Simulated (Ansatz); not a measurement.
Computed with PBE (plane waves to 420 eV, PAW; Ansatz, a quantum-chemistry and plane-wave program).

Plane-averaged electrostatic potential energy along the normal, in eV from the Fermi level, for a constructed model of the (110) surface of bcc Ta, a cell of two sites (a+b, b-a) surface alloy, In on one Ta site of the top plane (bottom of the slab: a bare face, its two planes held):

(z (Å), V (eV)): (3.79, 4.79); (4.08, 4.78); (4.38, 4.78); (4.67, 4.77); (4.96, 4.75); (5.25, 4.71); (5.54, 4.63); (5.83, 4.47); (6.12, 4.16); (6.42, 3.57); (6.71, 2.45); (7.00, 0.36); (7.29, -3.72); (7.58, -9.87); (7.88, -16.50); (8.17, -19.60); (8.46, -16.53); (8.75, -9.78); (9.04, -3.81); (9.33, -1.21); (9.62, -3.31); (9.92, -9.00); (10.21, -15.83); (10.50, -19.41); (10.79, -16.70); (11.08, -10.05); (11.38, -4.04); (11.67, -1.33); (11.96, -3.30); (12.25, -8.89); (12.54, -15.69); (12.83, -19.31); (13.12, -16.70); (13.42, -10.10); (13.71, -4.08); (14.00, -1.28); (14.29, -3.08); (14.58, -8.56); (14.88, -15.40); (15.17, -19.33); (15.46, -17.03); (15.75, -10.52); (16.04, -4.43); (16.33, -1.53); (16.62, -3.36); (16.92, -8.90); (17.21, -15.71); (17.50, -19.43); (17.79, -16.97); (18.08, -10.51); (18.38, -4.60); (18.67, -1.89); (18.96, -3.30); (19.25, -7.33); (19.54, -12.41); (19.83, -15.00); (20.12, -13.61); (20.42, -10.14); (20.71, -5.90); (21.00, -1.64); (21.29, 1.53); (21.58, 3.00); (21.88, 3.72); (22.17, 4.07); (22.46, 4.25); (22.75, 4.33); (23.04, 4.37); (23.33, 4.39); (23.62, 4.40); (23.92, 4.41); (24.21, 4.41); (24.50, 4.41)

Slab: 12 atoms, 11.7 Å thick at the start; k 11x8x1, smearing 0.1 eV, dipole-corrected; 4 atoms held, the rest relaxed; symmetry of the start imposed; no spin, no spin-orbit, no U. It is one candidate, not shown to be the stable structure of the face.

Q: The surface cell has an area of 15.58 Å². What dipole along the normal does the step between the two vacuum levels imply?

A: the top vacuum level lies 0.37 eV below the bottom one; p = −ε₀ A ΔV (ε₀ = 0.005526 e/(V·Å)) gives 0.03 e·Å a cell.
